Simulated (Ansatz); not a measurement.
## Effort and miss along a sweep of kpoints.mp_grid.grid: TlCrSe₂ (R3m, 4 atoms in the cell)

```
TlCrSe2
1.0
    1.66023     0.95853     9.53722
   -1.66023     0.95853     9.53722
    0.00000    -1.91706     9.53722
Cr Tl Se
1 1 2
Direct
  0.99610   0.99610   0.99610
  0.16267   0.16267   0.16267
  0.38280   0.38280   0.38280
  0.27642   0.27642   0.27642
```
Moments meant for the start (each program seeds them in its own way; μB, in the order of the atoms Cr Tl Se Se): 3.0 0.0 0.0 0.0.

Computed with LDA (PW92), PAW files made with PBE (plane waves; Ansatz, an electronic-structure program).

Base settings: basis.ecutwfc = 420 eV; kpoints.mp_grid.grid = 7 7 7; hamiltonian.xc = lda; hamiltonian.pseudopotentials = {kind: paw} (the program's default PAW files); magnetization.spin_polarized = true; scf.occupations.method = cold; scf.occupations.width = 0.1 eV.

Misses are taken against the tightest run, 18 18 18, which need not be fully converged itself. The energy is the free energy per atom.

The count of work is k-points × plane waves × bands × iterations; it is no time, and leaves out set-up, grids and terms that scale otherwise. Core times come from one kind of shared machine and are given to one figure; runs under 30 s give none.

The starting cell comes from a database of computed structures (which also holds hypothetical and non-ambient phases and stackings), without a prior relaxation at this level. The moments shrank to a small part of their start, a low-spin state that need not be the lowest. In the base run, with a pressure of about -6 GPa the cell is away from its equilibrium volume at this level. Ansatz's pressure includes its estimate of the finite-basis (Pulay) stress.

The runs (kpoints.mp_grid.grid): 1 1 1 | 2 2 2 | 3 3 3 | 4 4 4 | 5 5 5 | 6 6 6 | 7 7 7 | 8 8 8 | 9 9 9 | 11 11 11 | 13 13 13 | 15 15 15 | 18 18 18.

### Question
Which is the coarsest setting among those run that, with all tighter ones, holds the energy within 10 meV/atom of the reference, and what does it save?

### Answer
7 7 7, off by 5.4 meV/atom; it needs 0.080 of the reference's count of work and about 0.10 of the reference's time. The coarser 4 4 4 also lies inside, but a setting between leaves the range again, so that is luck.

### Question
Which is the coarsest setting among those run that, with all tighter ones, holds the energy within 1 meV/atom of the reference, and what does it save?

### Answer
15 15 15, off by 0.17 meV/atom; its saving against the reference is no more than about a factor of 2 in the count of work.

### Question
What does the step from 6 6 6 to 15 15 15 buy?

### Answer
It takes the miss in the energy from 22 to 0.17 meV/atom, for 4.4 times the count of work and roughly 4 times the time.

```
kpoints.mp_grid.grid  energy less reference (meV/atom)  pressure less reference (GPa)  largest difference in the force on any atom (eV/Å)  count of work / reference  core time / reference (rough)
--------------------  --------------------------------  -----------------------------  --------------------------------------------------  -------------------------  -----------------------------
1 1 1                                          1308.68                           0.80                                               2.821                     0.0025                              –
2 2 2                                           216.52                           2.79                                               0.188                     0.0084                              –
3 3 3                                           118.88                          -0.14                                               0.067                      0.013                              –
4 4 4                                            -2.20                          -0.02                                               0.141                      0.026                              –
5 5 5                                             1.30                           0.01                                               0.022                      0.044                              –
6 6 6                                            21.62                           0.31                                               0.051                       0.13                            0.2
7 7 7                                            -5.40                          -0.05                                               0.011                      0.080                           0.10
8 8 8                                            -5.28                          -0.09                                               0.010                       0.11                            0.1
9 9 9                                             4.46                           0.06                                               0.004                       0.15                            0.2
11 11 11                                         -2.21                           0.00                                               0.007                       0.22                            0.2
13 13 13                                          1.36                           0.00                                               0.008                       0.44                            0.5
15 15 15                                          0.17                           0.02                                               0.002                       0.59                            0.6
18 18 18                                          0.00                           0.00                                               0.000                        1.0                              1
```

Keys are those of Ansatz 0.2.
